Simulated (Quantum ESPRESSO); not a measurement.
A working Quantum ESPRESSO input for Zr (P6_3/mmc, 4 atoms in the cell) (DFT, LDA (PZ), plane waves, GBRV 1.5 ultrasoft (LDA) pseudopotentials):

```fortran
&control
 calculation = 'scf',
 prefix = 'pwscf',
 outdir = './out',
 pseudo_dir = './',
 tprnfor = .true.,
 tstress = .true.,
/
&system
 ibrav = 0,
 nat = 4,
 ntyp = 1,
 ecutwfc = 40,
 ecutrho = 320,
 occupations = 'smearing',
 smearing = 'fermi-dirac',
 degauss = 0.0073499,
/
&electrons
 conv_thr = 1.0d-10,
 mixing_beta = 0.7,
/
ATOMIC_SPECIES
Zr    91.2240  zr_lda_v1.uspp.F.UPF
CELL_PARAMETERS angstrom
   3.1801453708     0.0000000000     0.0000000000
  -1.5900726854     2.7540866789     0.0000000000
   0.0000000000     0.0000000000    10.2321390000
ATOMIC_POSITIONS crystal
Zr    0.0000000000    0.0000000000    0.0000000000
Zr    0.0000000000    0.0000000000    0.5000000000
Zr    0.3333333333    0.6666666667    0.2500000000
Zr    0.6666666667    0.3333333333    0.7500000000
K_POINTS automatic
14 14 4  0 0 0
```

The run converged in 12 iterations: free energy E − TS -5403.8714 eV; Fermi level (on the code's own zero) 14.44 eV; pressure -2.63 GPa. Each of these slips is then made, one at a time:

(1)
```diff
- nat = 4,
+ nat = 3,
```

(2)
```diff
-ATOMIC_POSITIONS crystal
+ATOMIC_POSITIONS fractional
```

**Question.** Predict the outcome of each change.

**Answer.** 
(1) An atom count that does not match the list of atoms. The run converged in 28 iterations without an error; against the sound input the free energy goes up by 546 meV/atom, the pressure goes from -2.63 to -6.71 GPa and the largest force goes from 0.000 to 0.145 eV/Å. The full log also holds: “Warning: card ZR    0.6666666667    0.3333333333    0.7500000000 ignored” and “c_bands:  1 eigenvalues not converged”.

(2) A value that the program does not know. The program stopped before any SCF iteration.
```
Error in routine read_cards (1):
unknown option for ATOMIC_POSITION: ATOMIC_POSITIONS FRACTIONAL
```

The starting cell was generated: these elements placed on a structure prototype, without a prior relaxation; it need not be a known phase or ordering of this composition. Its lattice was rescaled by a random factor within 2.5 % of one.

Left out of this page: 4 runs of the series outside the window shown, repeating another row's setting, or not comparable.
